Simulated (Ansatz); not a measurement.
Input and output of a zone-centre phonon calculation for YbSi₂ (P6/mmm, 3 atoms in the cell) (Ansatz, a quantum-chemistry and plane-wave program).

Method: LDA (PW92), default PAW files made with PBE (plane waves; Ansatz).

```
CELL_PARAMETERS angstrom
      4.07191     0.00000     0.00000
     -2.03595     3.52638     0.00000
      0.00000     0.00000     4.09817
ATOMIC_POSITIONS crystal
  Yb 0.00000 0.00000 0.00000
  Si 0.66667 0.33333 0.50000
  Si 0.33333 0.66667 0.50000
```

Reference input (self-consistent single point, DFT, PBEsol, plane waves, default PAW files made with PBE): basis.ecutwfc = 30.9 Ry; kpoints.mp_grid.grid = 6 6 6; hamiltonian.xc = pbesol; hamiltonian.pseudopotentials = {kind: paw} (the program's default PAW files); scf.occupations.method = cold; scf.occupations.width = 0.0073 Ry. This run's input differs from it in these lines:

Ansatz 0.2 input:
```diff
@@ -11,3 +11,3 @@
 basis:
-  ecutwfc: 30.9 Ry
+  ecutwfc: 21.7 Ry
 kpoints:
@@ -15,3 +15,3 @@
 hamiltonian:
-  xc: pbesol
+  xc: lda
   pseudopotentials: { kind: paw }
@@ -19,6 +19,4 @@
   occupations: { method: cold, width: 0.0073 Ry }
-output:
-  forces: true
-  eigenvalues: true
-  stress: true
+phonons:
+  method: dfpt
```

Output (repeated stretches shortened):

```
SCF iter   1: F=—  HF=-14779.726885 eV  |F-HF|=—  |Δ(HF+E_count)|=         —  Δρ=9.21e-2  dr2=5.48e0  ethr=3.10e-3  ⟨swp⟩=5.3  Hψ=4909  notcnv=0
all-band conjugate gradients solve this SCF's bands
preconditioner: auto → Kerker (q_TF=auto, 2.465 Å⁻¹)
SCF iter   2: F=—  HF=-14779.519112 eV  |F-HF|=—  |Δ(HF+E_count)|=   2.08e-1  S|Δr|=    0.00e0  Δρ=4.72e-2  dr2=1.50e0  ethr=3.10e-3  ⟨swp⟩=1.1  Hψ=1459  notcnv=0
   [... lines left out ...]
SCF iter  11: F=—  HF=-14779.365778 eV  |F-HF|=—  |Δ(HF+E_count)|=   2.32e-7  S|Δr|=    0.00e0  Δρ=1.83e-6  dr2=3.10e-9  ethr=5.56e-10  ⟨swp⟩=2.0  Hψ=1461  notcnv=0
SCF iter  12: F=—  HF=-14779.365778 eV  |F-HF|=—  |Δ(HF+E_count)|=   1.35e-9  S|Δr|=    0.00e0  Δρ=1.09e-6  dr2=8.82e-10  ethr=9.69e-12  ⟨swp⟩=2.4  Hψ=1769  notcnv=0
SCF iter  13: F=-14779.365778 eV  HF=-14779.365778 eV  |F-HF|=7.28e-12  |Δ(HF+E_count)|=  1.49e-10  S|Δr|=    0.00e0  Δρ=1.02e-7  dr2=8.35e-12  ethr=1.00e-12  ⟨swp⟩=4.4  Hψ=4919  notcnv=0
SCF 1 converged in 13 iterations: F = -14779.365778 eV  dr2 = 8.35e-12
DFPT response loops at Γ: preconditioner auto → Kerker (q_TF=auto, 2.465 Å⁻¹) (partly filled bands, converged f_vac=0.000) …
Stability not checked (fill_not_monotonic)
Free energy (F): -14779.365778 eV
Internal energy: -14779.366253 eV  (E = F + TS)
E sigma→0 (E₀):  -14779.365936 eV
Entropy (-TS):   0.000475 eV (0.158 meV/atom)
Fermi energy:    11.328434 eV
   [... lines left out ...]
  ASR residual: 2.929e-5 → 0.000e0 eV/Å²; symmetrization residual: 3.996e-6 eV/Å²
  ASR residual per site (eV/Å²): 2.93e-5 2.06e-6 2.06e-6
  Γ frequencies (cm⁻¹): 0.00 0.00 0.00 13.98 141.41 141.41 184.90 397.24 397.24
  non-analytic LO–TO correction: not included (Born effective charges unavailable; polar crystals: no LO–TO splitting at Γ)
```

The run converged in 13 iterations. 

Summary of the result:
Free energy E − TS (on the zero of these files): -14779.3658 eV
Fermi level (on the code's own zero): 11.33 eV
Zone-centre frequencies (cm⁻¹; negative means imaginary): 0, 0, 0, 14, 141, 141, 185, 397, 397

The starting cell comes from a database of computed structures (which also holds hypothetical and non-ambient phases and stackings), without a prior relaxation at this level. Its lattice was rescaled by a random factor within 2.5 % of one. Spin polarisation is off. The cutoff lies below the one recommended for these files.
